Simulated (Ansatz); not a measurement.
Base system: SiC in the zinc blende structure (space group F-43m, No. 216; a = 4.3563 Å). Axes: x, y, z lie along the cube axes.

Computed with Ansatz (an electronic-structure program), r2SCAN, PAW, cutoff 500 eV, scalar-relativistic without spin-orbit coupling.

A first run, uniaxial strain ε_zz = +0.97 %, gives secant values C11 ≈ 410 GPa and C12 ≈ 130 GPa from its stress. A second run applies biaxial strain −1.21 %, plane normal [001], relaxed out of plane.

**Question.** What does linear elasticity predict for −ε⊥/ε∥ in the second run, and what does the run give?

**Answer.** Linear elasticity: 2 C12/C11 = 0.63. The run gives 0.64; any difference comes from nonlinear terms at these strains and numerical noise.

Stability against distortions was not tested.
